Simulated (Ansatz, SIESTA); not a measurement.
CuNi3N (P1, 5 atoms in the cell) computed with different codes at matched settings

Self-consistent single point, at a second geometry (atoms moved at random). First geometry:

```yaml
crystal:
  lattice:
    - [3.70213, 0.00000, 0.00000]
    - [0.00000, 3.70213, 0.00000]
    - [0.00000, 0.00000, 3.70213]
  atoms:
    - { symbol: Cu, position: [0.00000, 0.00000, 0.00000] }
    - { symbol: Ni, position: [0.00000, 0.50000, 0.50000], spin: 2.0 }
    - { symbol: Ni, position: [0.50000, 0.00000, 0.50000], spin: 2.0 }
    - { symbol: Ni, position: [0.50000, 0.50000, 0.00000], spin: 2.0 }
    - { symbol: N, position: [0.50000, 0.50000, 0.50000] }
```
(The spins are starting values, not results.)

Second geometry:
```
CELL_PARAMETERS angstrom
      3.70213     0.00000     0.00000
      0.00000     3.70213     0.00000
      0.00000     0.00000     3.70213
ATOMIC_POSITIONS crystal
  Cu 0.99653 0.01033 0.99904
  Ni 0.99316 0.51043 0.49821
  Ni 0.49583 0.99659 0.50094
  Ni 0.50199 0.49209 0.99978
  N  0.51249 0.49057 0.50203
```
Moments meant for the start (each program seeds them in its own way; μB, in the order of the atoms Cu Ni Ni Ni N): 0.0 2.0 2.0 2.0 0.0.

Shared settings, as Ansatz (a quantum-chemistry and plane-wave program) writes them: kpoints.mp_grid.grid = 9 9 9; scf.occupations.method = fermi_dirac; scf.occupations.width = 0.1 eV. Potentials and cutoffs stand in the table.

| code | model | ΔF from the first geometry (meV/atom) | pressure (GPa) | largest force (eV/Å) | cutoff |
|---|---|---|---|---|---|
| SIESTA | LDA PW92, numerical atomic orbitals DZP, PseudoDojo LDA standard norm-conserving potentials (rewritten from UPF to PSML) | 10.9 | -6.96 | 1.200 | grid 400 Ry |
| Ansatz | LDA (PW92), PAW files made with PBE | 9.9 | -10.00 | 1.071 | default |

Size of the force on each atom (eV/Å): Sizes of forces hide their directions.

```csv
code,Cu1,Ni2,Ni3,Ni4,N5
SIESTA,0.204,1.200,0.221,0.323,1.108
Ansatz,0.206,1.071,0.176,0.276,0.985
```

On Ansatz's run: the starting moments vanished: the run ended non-magnetic, which need not be the lowest state. The program warned that a starting moment was not kept.

The spread over the programs that give each value: ΔF from the first geometry within 1.0 meV/atom; pressure within 3.04 GPa; largest force within 0.129 eV/Å.

SIESTA uses small atom-centred bases, whose incompleteness enters pressures, forces and empty levels differently from a plane-wave cutoff. Ansatz's pressure is given at a fixed set of plane waves, as the other plane-wave codes print theirs; with its correction for the finite basis it is -9.76 GPa (the shift of 0.23 GPa shows how far the cutoff is from converged).

The starting cell comes from a database of computed structures (which also holds hypothetical and non-ambient phases and stackings), without a prior relaxation at this level. For this run, on top of that: atoms moved at random.

Keys are those of Ansatz 0.2.
